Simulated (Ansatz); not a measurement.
Ansatz (a program for electronic structure) run on InSe (P6_3/mmc, 8 atoms in the cell): relaxation of cell and atoms.

Computed with PBE, PAW files (plane waves; Ansatz).

```
InSe
1.0
    3.99242     0.00000     0.00000
   -1.99621     3.45754     0.00000
    0.00000     0.00000    17.21581
In Se
4 4
Cartesian
  0.00000   2.30503   5.68638
  1.99621   1.15251  11.52943
  1.99621   1.15251  14.29429
  0.00000   2.30503   2.92152
  0.00000   2.30503  10.28335
  1.99621   1.15251   6.93246
  1.99621   1.15251   1.67544
  0.00000   2.30503  15.54037
```

Reference input (self-consistent single point, DFT, PBE, plane waves, PAW files): kpoints.mp_grid.grid = 5 5 1; hamiltonian.xc = pbe; hamiltonian.pseudopotentials = {kind: paw} (an earlier, softer set of the program's PAW files); scf.occupations.method = fermi_dirac; scf.occupations.width = 0.01 eV. This run's input differs from it in these lines:

```diff
@@ -27,2 +27,4 @@
     width: 0.01
+relax:
+  cell: {}
 output:
```

The program printed (abridged):

```
   [... SCF lines of the steps left out ...]
relax step   1: F+E_penalty+E_count = -44271.95759940 eV  Δ(F+E_penalty+E_count) = +0.000e0 eV  max|allowed force component| = 4.827e-1 eV/Å  Δτ_max = 0.0000 Å  P = +3.646 GPa  Ω = 237.646 Å³  (10 SCF iters, dr2 threshold 1.00e-7 eV, accepted)
relax step   2: F+E_penalty+E_count = -44272.06648632 eV  Δ(F+E_penalty+E_count) = -1.089e-1 eV  max|allowed force component| = 3.507e-1 eV/Å  Δτ_max = 0.0230 Å  P = -1.698 GPa  Ω = 266.030 Å³  energy of the carried Pulay correction = -2.951e-3 eV  [...]
   [... lines left out ...]
relax step   8: F+E_penalty+E_count = -44272.17033478 eV  Δ(F+E_penalty+E_count) = +9.288e-6 eV  max|allowed force component| = 8.671e-4 eV/Å  Δτ_max = 0.0088 Å  P = +0.001 GPa  Ω = 273.914 Å³  energy of the carried Pulay correction = -3.680e-3 eV  [...]
relax step   9: F+E_penalty+E_count = -44272.17371852 eV  Δ(F+E_penalty+E_count) = -3.384e-3 eV  max|allowed force component| = 5.289e-4 eV/Å  Δτ_max = 0.0000 Å  P = +0.002 GPa  Ω = 273.914 Å³  stress off target by 1.53e-2 GPa  SCF on the basis [...]
basis re-selected at this cell: Δ(F+E_penalty+E_count) = -3.384e-3 eV, ΔP = +0.002 GPa vs the last step
the relaxation is at rest under the 24 symmetry operations that the run kept from its start: a minimum is not shown …
Free energy (F): -44272.173719 eV
Internal energy: -44272.173719 eV  (E = F + TS)
E sigma→0 (E₀):  -44272.173719 eV
Fermi energy:    5.349744 eV
--- Forces (eV/Å), atoms counted from 1 ---
  atom   1  In    -0.00000000    -0.00000000    -0.00052889
  atom   2  In     0.00000000     0.00000000     0.00052889
   [... lines left out ...]
  cell:  # Å, volume = 273.9143 Å³
   [... lines left out ...]
    - { symbol: Se, position: [0.33333333333333337, 0.6666666666666667, 0.6080127242974919] }
    - { symbol: Se, position: [0.6666666666666665, 0.33333333333333337, 0.3919872757025082] }
    - { symbol: Se, position: [0.6666666666666665, 0.33333333333333337, 0.10801272429749192] }
    - { symbol: Se, position: [0.33333333333333337, 0.6666666666666667, 0.8919872757025082] }
```

The run converged. 

Summary of the result:
- Free energy E − TS (on the zero of these files): -44272.1737 eV
- Top of the valence band (on the code's own zero): 4.94 eV
- Gap on the k-point mesh: 0.83 eV
- Pressure: 0.00 GPa
- Final cell: a = b = 4.091 Å, c = 18.898 Å, α = β = 90.00°, γ = 120.00°
- Final volume per atom: 34.24 Å³
- Relaxation steps: 9

The starting cell comes from a database of computed structures (which also holds hypothetical and non-ambient phases and stackings), without a prior relaxation at this level. Its lattice was rescaled by a random factor within 2.5 % of one. The relaxation keeps the symmetry of its start, so its end need not be a minimum. Ansatz's pressure includes its estimate of the finite-basis (Pulay) stress. One axis grew by 10 %: without a dispersion term the functional hardly binds the layers.

Cost on one core of a shared machine: roughly 90 s.

Keys are those of Ansatz 0.2.
